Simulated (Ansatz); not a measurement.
The starting structures come from a database of crystals and need not be the phases stable at ambient conditions.

The decay constant κ of evanescent states in the gap governs leakage through a thin film.

Input:

```yaml
crystal:
  lattice:
    - [6.47569, 0.00000, 0.00000]
    - [-3.14889, 5.65854, 0.00000]
    - [1.66340, 2.82927, 7.27865]
  atoms:
    - { symbol: Cs, position: [0.34620, 0.34620, 0.30760] }
    - { symbol: Cs, position: [0.65380, 0.65380, 0.69240] }
    - { symbol: Pd, position: [0.00000, 0.00000, 0.00000] }
    - { symbol: Pd, position: [0.50000, 0.00000, 0.00000] }
    - { symbol: Pd, position: [0.00000, 0.50000, 0.00000] }
    - { symbol: Se, position: [0.27873, 0.94315, 0.77812] }
    - { symbol: Se, position: [0.72127, 0.05685, 0.22188] }
    - { symbol: Se, position: [0.94315, 0.27873, 0.77812] }
    - { symbol: Se, position: [0.05685, 0.72127, 0.22188] }
```

Space group of this cell: Fmmm. The cell is taken as given.

Transport runs along the normal of the first two printed cell vectors.

The gap is the functional's own, uncorrected, and κ follows it; spin-orbit coupling is left out. Mid-gap values are interpolated between the computed energies.

Compute, with Ansatz (a first-principles code) with r2SCAN, the band gap and the smallest decay constant κ at mid-gap.

Gap 1.29 eV on a 6×6×6 mesh; κ = 0.252 1/Å, at (0.500, 0.500) of the in-plane reciprocal vectors. At the zone centre, at the nearest computed energy, the slowest state has κ = 0.27 1/Å.
